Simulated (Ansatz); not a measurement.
## Pressure series in CdTe

Take CdTe in the zinc blende structure (space group F-43m, No. 216; a = 6.489 Å) as the base.

Cell and atoms are relaxed at each pressure.

All numbers come from plane-wave PAW DFT at the PBEsol level (Ansatz, a first-principles code, 420 eV), no spin-orbit coupling.

Candidates:
(a) pressure 0.7 GPa
(b) pressure −2 GPa
(c) pressure −1 GPa

Base values:

The band gap is 0.65 eV.

### Question
Order them by band gap, lowest first.

### Answer
(b) pressure −2 GPa (0.49 eV), (c) pressure −1 GPa (0.57 eV), (a) pressure 0.7 GPa (0.70 eV)

Spin-orbit coupling, missing from the scalar runs, can matter with Te. Load acts through the strain it causes; cell and atoms are relaxed under it. Stability against distortions was not tested.
